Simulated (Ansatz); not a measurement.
Cell and atoms of amorphous Ca$_{18}$Al$_{24}$O$_{54}$:

```xyz
96
Lattice="11.5961 0.0822 0.0669 0.0822 10.6176 -0.1923 0.0669 -0.1923 10.3090" Properties=species:S:1:pos:R:3 pbc="T T T"
Ca     0.2530     1.7759     4.6615
Ca     6.0484     4.5364     0.8275
Ca     4.9710     2.9593     3.9163
Ca     0.2252     4.5915     2.9375
Ca     4.1279     2.3951     9.4338
Ca     9.7938    10.1304     5.1787
Ca     3.2105     9.1300     4.1711
Ca     5.6297     4.8913     6.6827
Ca     6.3540     8.0279     9.5673
Ca     3.0123     9.1157     9.9196
Ca     8.3180     9.9747     1.9196
Ca     0.6874    -0.0421     7.2425
Ca     8.4947     2.4368     5.4641
Ca     2.0877     3.8797     6.7173
Ca     0.2224     7.2793     7.7990
Ca     0.5013     2.1280     0.1952
Ca     7.5624     7.8575     6.1754
Ca     9.8841     2.5667     8.3582
Al     5.9894     7.4213     3.2059
Al    11.6191     9.9468    -0.1001
Al     9.5196     7.6146     0.0310
Al     2.8100     3.6171     1.8144
Al     2.3303     0.7557     1.6901
Al     7.5153     5.0330     3.6219
Al     0.4268     7.6325     4.7021
Al     0.4097     7.2312     1.4217
Al     9.0729     2.4654     2.1708
Al     3.2956     6.5063     1.8062
Al     6.4153     0.2273     7.4740
Al     4.5024     8.2944     7.0021
Al     9.4260     4.8146     0.9699
Al     9.1307     9.9450     8.6332
Al     5.4048    10.1483     1.6836
Al     6.0584    10.5723     4.4192
Al    10.4092     5.1138     5.5882
Al     9.3690     7.0672     3.2979
Al     7.0021     1.1644    10.2282
Al     0.9424     4.6521     9.7160
Al     3.5539     5.8903     9.0338
Al     8.7486     5.4415     8.2811
Al     3.6533     0.7139     6.4668
Al     3.5522     6.1614     4.7376
O      2.4292     5.1596     2.6014
O      7.6560     6.8502     4.0656
O      6.9056     3.8897     4.8628
O      9.2916     8.8087     3.4940
O      0.2172     3.3866     8.7379
O     10.9603     6.7756     5.8683
O      4.4115     0.7860     4.8688
O      4.7071     6.8769     5.9675
O      6.3601     0.4709     2.9819
O     11.4021     7.1074     3.1582
O      5.8791    10.6011     0.0433
O      7.2233     6.2541     7.9197
O      1.7613     5.8600     8.7128
O     10.9496     8.4707     0.6292
O     10.4703     3.3866     1.4694
O     10.5178     0.2183     9.4578
O      4.9241     1.1651     7.6042
O      9.3337     4.4526     6.8710
O      3.7418     4.4551     5.1591
O      2.1129     1.5794     6.4585
O      9.0637     6.5867     1.4531
O      4.2161     6.0534     0.3660
O      2.0804     7.6754     1.2271
O      2.0602     7.0769     5.0013
O      9.3001     9.1103     7.1231
O      4.0874     7.1785     3.2669
O      3.3722     9.5755     6.4955
O      4.0220     4.4365     8.1621
O      8.3251     1.3662     1.0223
O      1.8259     2.2668     2.5653
O      8.1052     4.0278     2.1372
O      1.0910     9.1013     8.8055
O      2.0659     3.8298     0.2348
O     10.4533     1.3902     6.4752
O      6.1224     8.4729     1.6888
O      7.1626     0.4839     5.8457
O      9.5599     1.6709     3.6617
O      7.7574     0.5851     8.6354
O      8.8057     4.3404     9.6790
O      4.4524     3.1242     1.7544
O      9.5608     5.2849     3.9829
O      5.8088     8.8448     4.4143
O      2.7071     0.8260    10.2761
O      0.7046     0.0311     1.3893
O      0.4598     9.3761     5.0623
O      9.9604     6.6172     8.8457
O      4.1238     7.5796     8.6098
O      3.6424    10.1950     2.0219
O      8.5534     8.8163     9.9659
O      6.0730     9.1048     7.4388
O     11.5005     5.7338     0.7649
O      0.1867     3.9693     5.1426
O      6.2799     2.6420     9.7817
O      6.0258     5.6191     2.7773
```

Computed with PBE, scalar-relativistic without spin-orbit coupling (plane waves to 420 eV, PAW; Ansatz, a quantum-chemistry and plane-wave program).

A CHGNet melt-quench gave the starting glass, which DFT then relaxed. O atoms were pushed apart under 1.9 Å during the dynamics, to hinder bonds among them. The hot cell started wider than the set density and was brought back towards it in steps. It is the lowest in DFT energy of 2 quenches. It is a model cell: composition and starting density were chosen by hand, and all elements were melted together. No dispersion term was used. Its density started from a set value of 3.16 and ended at 2.92 g/cm³. The quench (nominally 360 K/ps over its main leg) was far faster than any real one, so the model tends to hold more defects than a real film. Values belong to this one cell and scatter from quench to quench. Volume and shape were free in the relaxation.

Bonds are counted up to Ca-Ca 3.87 Å, Ca-Al 3.27 Å, Ca-O 2.92 Å, Al-Al 2.66 Å, Al-O 2.38 Å, O-O 1.58 Å. Two cations that share two anions don't count as bonded, nor two that share one unless they lie closer than Ca-Ca 3.77 Å, Ca-Al 3.18 Å, Al-Al 2.59 Å.

Question: Give the coordination numbers, mean bond lengths and angles.

Answer: 
```json
{
  "Mean coordination of Ca by anions": "5.50 (2 with 4, 8 with 5, 5 with 6, 3 with 7); 17 close contacts or bonds to cations besides",
  "Mean coordination of Al by anions": "4.17 (20 with 4, 4 with 5); 3 close contacts or bonds to cations besides",
  "Mean coordination of O": "3.69 (20 with 3, 31 with 4, 3 with 5)",
  "Mean Al-O bond": "1.811 Å (spread 0.076 Å, 100 counted)",
  "Mean Ca-O bond": "2.432 Å (spread 0.176 Å, 99 counted)",
  "Mean Ca-Ca close contact": "3.541 Å (spread 0.116 Å, 7 counted)",
  "Mean Ca-Al close contact": "3.064 Å (spread 0.059 Å, 3 counted)",
  "Bond angle at Ca": "mean 99.9°, spread 31.1°",
  "Bond angle at Al": "mean 107.2°, spread 16.8°",
  "Bond angle at O": "mean 109.4°, spread 18.5°"
}
```

Question: List the pairs of like atoms that count as bonded by the rules above.

Answer: Ca2-Ca3 (3.63 Å), Ca5-Ca14 (3.71 Å), Ca6-Ca17 (3.34 Å), Ca6-Ca11 (3.58 Å), Ca8-Ca17 (3.58 Å), Ca9-Ca10 (3.53 Å), Ca12-Ca15 (3.42 Å).
